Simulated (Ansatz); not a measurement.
**Converging the plane-wave cutoff: LaZn (P4mm, 2 atoms in the cell)**

```xyz
2
Lattice="3.7675 0.0000 0.0000 0.0000 3.7675 0.0000 0.0000 0.0000 3.7675" Properties=species:S:1:pos:R:3 pbc="T T T"
La     0.0000     0.0000     0.0500
Zn     1.8837     1.8837     1.8837
```

Level of theory: PBEsol, default PAW files made with PBE (plane waves; Ansatz, a quantum-chemistry and plane-wave program).

Base settings: basis.ecutwfc = 420 eV; kpoints.mp_grid.grid = 9 9 9; hamiltonian.xc = pbesol; hamiltonian.pseudopotentials = {kind: paw} (the program's default PAW files); scf.occupations.method = gaussian; scf.occupations.width = 0.1 eV.

The second cell is the first with its lattice scaled by 0.98.

The mesh stays at the base's, so the ladder's end is converged at best in this setting alone.

The first pressure column holds Ansatz's estimate of the finite-basis (Pulay) stress, which hides part of the cutoff error; the other is without it.

Only quantities that move along the ladder and can be compared are tabulated.

The count of work is k-points × plane waves × bands × iterations; it is no time. 

The starting cell comes from a database of computed structures (which also holds hypothetical and non-ambient phases and stackings), without a prior relaxation at this level. Its lattice was rescaled by up to half a per cent. One atom was moved a little off its site on purpose.

| basis.ecutwfc | free energy less the last step's (meV/atom) | energy of the compressed cell less the first (meV/atom) | pressure (GPa) | pressure without the Pulay estimate (GPa) | largest difference of a force vector from the last step's (eV/Å) | count of work / last |
|---|---|---|---|---|---|---|
| 145 eV | 19302.57 | 16.89 | -0.62 | -337.61 | 0.159 | 0.087 |
| 170 eV | 9212.54 | 13.33 | -1.82 | -185.71 | 0.096 | 0.099 |
| 190 eV | 5092.45 | -22.51 | -2.98 | -118.09 | 0.055 | 0.10 |
| 210 eV | 2735.55 | -1.19 | -1.91 | -75.24 | 0.044 | 0.13 |
| 230 eV | 1405.79 | -0.52 | -2.59 | -47.21 | 0.005 | 0.13 |
| 250 eV | 678.10 | -13.08 | -2.61 | -28.43 | 0.018 | 0.14 |
| 295 eV | 95.84 | -13.05 | -2.81 | -8.13 | 0.002 | 0.19 |
| 335 eV | 12.91 | -14.03 | -2.74 | -3.66 | 0.001 | 0.19 |
| 380 eV | 1.67 | -13.95 | -2.77 | -2.84 | 0.000 | 0.23 |
| 420 eV | 0.82 | -14.06 | -2.78 | -2.80 | 0.000 | 0.26 |
| 460 eV | 0.43 | -14.07 | -2.78 | -2.79 | 0.000 | 0.31 |
| 505 eV | 0.23 | -14.08 | -2.78 | -2.79 | 0.000 | 0.35 |
| 565 eV | 0.17 | -14.09 | -2.78 | -2.78 | 0.000 | 0.42 |
| 630 eV | 0.11 | -14.09 | -2.78 | -2.78 | 0.000 | 0.50 |
| 735 eV | 0.04 | -14.09 | -2.78 | -2.78 | 0.000 | 0.64 |
| 840 eV | 0.03 | -14.09 | -2.78 | -2.78 | 0.000 | 0.76 |
| 1010 eV | 0.00 | -14.09 | -2.78 | -2.78 | 0.000 | 1.0 |

Coarsest basis.ecutwfc that holds the pressure within 0.1 GPa of the last step, with all finer ones: 295 eV, at 0.19 of the last step's count of work; the step before is off by 0.17 GPa.

Coarsest basis.ecutwfc that holds the free energy within 1 meV/atom of the last step, with all finer ones: 420 eV, at 0.26 of the last step's count of work; the step before is off by 1.7 meV/atom.

Coarsest basis.ecutwfc that holds the energy of the compressed cell less the first within 0.5 meV/atom of the last step, with all finer ones: 335 eV, at 0.19 of the last step's count of work; the step before is off by 1.0 meV/atom.

The energy difference between the two cells stays within 1 meV/atom of the last step's from 335 eV on, the total only from 420 eV on: much of the error is common to both cells and cancels.

Two neighbours can agree and both be off: 250 eV and 295 eV differ by 0.03 meV/atom in the energy of the compressed cell less the first, yet lie about 1.0 meV/atom from the last step.

At the lowest cutoff the pressure without the Pulay estimate lies 335 GPa under the last step's, the usual sign of Pulay stress in an incomplete plane-wave basis.

Keys are those of Ansatz 0.2.
